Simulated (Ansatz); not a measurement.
Base system: Os in the hcp (Mg type) structure (space group P6_3/mmc, No. 194; a = 2.738 Å, c = 4.319 Å; relaxed with 0.1 eV smearing).

All numbers come from plane-wave PAW DFT at the r2SCAN level (Ansatz, a program for electronic structure, 500 eV), spin-orbit coupling left out, earlier PAW set.

Before the change:

- Pressure: 0.0 GPa
- Band gap: zero

Modification: every lattice vector is shortened by 1.52 %; the atoms relax in the strained cell.

Q: Estimate the effect on the pressure, energy relative to the base and band gap.

A: The pressure (mean of the normal stresses, compression positive) goes from zero to 21.9 GPa; the energy goes up by 41 meV/atom; the band gap is still zero.

Whether these cells are dynamically stable was not tested. All final runs are without spin polarisation.
